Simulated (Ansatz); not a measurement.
Functionals compared on a constructed model of the (0001) surface of hcp Re, a pseudomorphic layer of Nb in the host's stacking (bottom of the slab: a bare face, its two planes held), in Ansatz (plane waves, PAW). The structure was relaxed with PBE; the other rows are single points on it. Cutoff 420 eV (500 eV for r2SCAN).

Slab: 7 atoms, 14.1 Å thick at the start; k 15x15x1, smearing 0.1 eV, dipole-corrected; 2 atoms held, the rest relaxed; held to the start's symmetry, so lower structures may exist; no spin, no spin-orbit, no U. It is one candidate, not shown to be the stable structure of the face. These notes are the PBE run's.

```tsv
functional	work function of the top face (eV)	rough cost of the single point
PBE	4.77	–
RPBE	4.63	roughly 30 core-seconds
r2SCAN	4.87	about 70 core-seconds (a rough figure)
```

Ansatz is an electronic-structure program.
